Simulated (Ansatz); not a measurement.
We look at the energy of the reaction as written. Reaction: cell A → Mg (hcp) + H2 (gas). Negative: the products are lower in energy.

Cell A: a sheet of composition MgH2, 3 atoms, hexagonal cell of 3.02 Å (7.9 Å²), symmetry P-3m1, 1.9 Å thick under 16 Å of vacuum, in-plane vectors relaxed; planes from bottom to top: H | Mg | H; a model cell; spin state with PBE: run without spin, k-point mesh 18×18×1.
```
MgH2
1.0
    3.01664     0.00000     0.00000
   -1.50832     2.61249     0.00000
    0.00000     0.00000    18.30995
Mg H
1 2
Direct
  0.00000   0.00000   0.50000
  0.33333   0.66667   0.55093
  0.66667   0.33333   0.44907
```

Reference: Mg (hcp, P6₃/mmc), 2 atoms in the cell, k-point mesh 24×24×12 on the run's own vectors. Conventional cell: a = b = 3.1952 Å, c = 5.1966 Å, α = β = 90.00°, γ = 120.00°.

Reference: an isolated H2 molecule (singlet) in a box of 11 × 11 × 13 Å.

Plane-wave PAW calculations with Ansatz (an electronic-structure program), its default PAW set, cutoff 420 eV, 500 eV for r2SCAN. The structures are at rest with PBE; other levels are single points on them. HSE06 runs on coarser k-point meshes, mended by the PBE difference between the two meshes. Some cells are metallic or hold partly filled levels, where a hybrid on a coarse mesh is less sure. Neutral cells; Fermi-Dirac smearing of at most 0.10 eV in the solids, energies taken to zero width. The lattices are those relaxed with PBE, so at other levels the solids can be strained, which adds to the spread. A dispersion term (D3(BJ), or D4 for r2SCAN) was computed beside these levels and is taken off wherever the name lacks it. Static lattices, no vibrational contributions. Cell A has symmetry P-3m1 and got no random move, so less symmetric positions, which may lie lower, weren't tried.

Q: Give the value at the level PBE.

A: 0.37 eV, for cell A → Mg (hcp) + H2 (gas).

Q: What do the other levels give, and how wide is the spread?

A: 
```csv
Functional,value (eV),less PBE
r2SCAN,0.56,0.19
HSE06,0.48,0.11
```

The levels span 0.19 eV, from PBE (0.37) to r2SCAN (0.56).
